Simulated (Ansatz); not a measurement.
We consider Ca2BeN2 (model structure, started from the Ca2ZnN2 type, I4/mmm, No. 139, 5 atoms in the cell), described by PBE in Ansatz (PAW).

Run with plane-wave cutoff 520 eV, 14×14×14 k mesh, Fermi–Dirac smearing 0.01 eV, scalar-relativistic PAW data made under PBE.

Cell (relaxed at this level):

Space group I4/mmm (No. 139); a = b = 3.5618 Å, c = 11.5472 Å, α = β = γ = 90.00°

| atom | site | symmetry | x | y | z |
|---|---|---|---|---|---|
| Ca | 4e | 4mm | 0.0000 | 0.0000 | 0.3445 |
| Be | 2a | 4/mmm | 0.0000 | 0.0000 | 0.0000 |
| N | 4e | 4mm | 0.0000 | 0.0000 | 0.1337 |
(The calculation used a cell of 5 atoms; values per cell refer to that cell.)

Q: Predict the band gap and smallest direct gap on the k points sampled.

A: 
- band gap: 1.03 eV (indirect)
- smallest direct gap on the k points sampled: 1.09 eV

Note: the relaxation could raise the start's symmetry but not lower it, so the cell can be a saddle point.

Static lattice: no zero-point or thermal effects.

A model structure was made by putting elements into a prototype or built by hand; it is no filed structure, need not be a known phase, and can be a saddle point held by its symmetry.

Ansatz is a first-principles code.
